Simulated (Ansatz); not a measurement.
# BaTiO3: isotropic strain −2.90 %

Start from BaTiO3 (space group P4mm, No. 99; a = 3.9851 Å, c = 4.2043 Å).

Perturbation: an isotropic linear strain of −2.90 %; the atoms relax in the strained cell.

Level of theory: PBE, PAW, 420 eV (Ansatz, a first-principles code; spin-orbit coupling left out), earlier PAW set. Settings: 8×8×8 k-points, 0.05 eV Fermi–Dirac smearing.

```csv
quantity,base,changed,shift
volume per atom,13.35 Å³,12.23 Å³,-1.128 Å³
shortest interatomic distance,1.811 Å,1.847 Å,+0.036 Å
energy relative to the base (free energy F),0 meV/atom,+45 meV/atom,+45 meV/atom
band gap,1.85 eV,1.96 eV,+0.11 eV
gap character,"indirect, A → Γ","indirect, A → Γ",–
smallest direct gap,2.39 eV,2.39 eV,-0.008 eV
mean gap deformation potential ΔEg/Δln V,–,-1.3 eV,–
width of the top valence band,1.39 eV,1.26 eV,-0.13 eV
largest internal atomic displacement,–,0.054 Å,–
```

Final structure:

```
CELL_PARAMETERS angstrom
      3.86954     0.00000     0.00000
      0.00000     3.86954     0.00000
      0.00000     0.00000     4.08234
ATOMIC_POSITIONS crystal
  Ti 0.50000 0.50000 0.44959
  Ba 0.00000 0.00000 0.93244
  O  0.50000 0.50000 0.90205
  O  0.50000 0.00000 0.41096
  O  0.00000 0.50000 0.41096
```

Cost of the whole job for the changed cell (relaxation, final SCF and bands): about 50 core-seconds (a rough figure).

Whether these cells are dynamically stable was not tested. All final runs are without spin polarisation.
